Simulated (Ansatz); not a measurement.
An Ansatz (an electronic-structure program) run: TaAs with a change (Ta → Cd); PBEsol (Ansatz; PAW; 420 eV plane waves; scalar-relativistic without spin-orbit coupling).

Input:

Ansatz 0.2 input:
```yaml
crystal:
  lattice:
    - [-1.8960132852, 1.8960132852, 5.9750332277]
    - [1.8960132852, -1.8960132852, 5.9750332277]
    - [1.8960132852, 1.8960132852, -5.9750332277]
  atoms:
    - { symbol: Cd, position: [0.4976421223, 0.4976421223, 0] }
    - { symbol: Cd, position: [0.2476421223, 0.7476421223, 0.5] }
    - { symbol: As, position: [0.9183578777, 0.9183578777, 0] }
    - { symbol: As, position: [0.6683578777, 0.1683578777, 0.5] }
basis: { ecutwfc: 420, ecutrho_ratio: 4, xc_grid: 2, fft_grid_basis: typed }
kpoints: { mp_grid: { grid: [17, 17, 17] } }
hamiltonian:
  xc: pbesol
  dispersion: none
  pseudopotentials: { kind: paw }
scf: { occupations: { method: fermi_dirac, width: 0.05 }, convergence: { dr2_threshold: 0.0000000004 } }
output: { forces: true, stress: true }
checkpoint: { write: state.ck, write_every: 1000 }
```

Output (explanatory and most iteration lines left out):

```
Pseudopotential: Cd, paw, valence charge 20
Pseudopotential: As, paw, valence charge 15
Crystal: 4 atoms, lattice volume = 85.918 Å³
Basis set: ecut = 420 eV, 1655 PW (Γ), exchange–correlation on 90×90×90 points (8 copies of the dense FFT grid, shifted against one another)
Bands: 40, of which v1, the nominal top of the filled ones, is band 35 counted from 1 (34 counted from 0)
Symmetry: 8 space group operations
Space group: I41md (ITA 109), of the structure as read, at distance tolerance 4.4e-5 Å
k-points: 405 of 4913 (time reversal used)
Functional: x = pbesol(κ = 0.804, μ = 0.12345679012345678), c = pbesol(β = 0.046)
SCF iter   1: F=—  HF=-25993.396240 eV  |F-HF|=—  |Δ(HF+E_count)|=         —  Δρ=5.30e-3  dr2=2.00e-2  ethr=1.77e-3  ⟨swp⟩=6.0  Hψ=55609  notcnv=0
SCF iter   2: F=—  HF=-25993.391384 eV  |F-HF|=—  |Δ(HF+E_count)|=   4.86e-3  Δρ=2.29e-3  dr2=4.52e-3  ethr=2.86e-5  ⟨swp⟩=2.5  Hψ=31457  notcnv=0
SCF 1 converged in 9 iterations: F = -25993.390138 eV  dr2 = 1.30e-10
SCF converged after 9 iterations
Free energy (F): -25993.390138 eV
Internal energy: -25993.370771 eV  (E = F + TS)
E sigma→0 (E₀):  -25993.380454 eV
Entropy (-TS):   -0.019366 eV (-4.842 meV/atom)
Fermi energy:    12.151910 eV
--- Forces (eV/Å), atoms counted from 1 ---
  atom   1  Cd    -0.00000000     0.00000000    -0.00004843
  atom   2  Cd    -0.00000000     0.00000000    -0.00004843
  atom   3  As    -0.00000000     0.00000000     0.00004773
  atom   4  As     0.00000000    -0.00000000     0.00004773
--- Stress (GPa, compression-positive) ---
        0.000109      -0.000000      -0.000000
       -0.000000       0.000109      -0.000000
       -0.000000      -0.000000      -0.000559
  P = ⅓ Tr σ = -0.0001 GPa (-0.001 kbar)
```

Stability against distortions was not tested. All final runs are without spin polarisation. The cell was made from TaAs by this change: Ta → Cd; the result is a hypothetical phase, not in the database extracts checked.
